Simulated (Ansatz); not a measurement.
Functionals compared on the (11-22) surface of hcp Y in its 1x1 cell, outermost plane spacing 1.54 Å in the ideal cut, in Ansatz (plane waves, PAW). The structure was relaxed with PBE; the other rows are single points on it, each with its references at the same level. Cutoff 420 eV (500 eV for r2SCAN).

Slab: 16 atoms, 10.8 Å thick at the start; k 6x6x1, smearing 0.1 eV, dipole-corrected; all atoms relaxed; start symmetry kept, larger cells not searched; no spin, no spin-orbit, no U. These notes are the PBE run's.

| functional | surface energy (J/m²) | work function of the top face (eV) | rough cost of the single point |
|---|---|---|---|
| PBE | 1.08 | 3.01 | – |
| LDA | 1.20 | 3.19 | roughly 3.0 core-minutes |
| PBEsol | 1.17 | 3.06 | around 3 core-minutes (rough) |
| RPBE | 1.01 | 2.90 | roughly 4 core-minutes |
| r2SCAN | 1.16 | 3.02 | around 7 core-minutes (rough) |

Ansatz is a first-principles code.
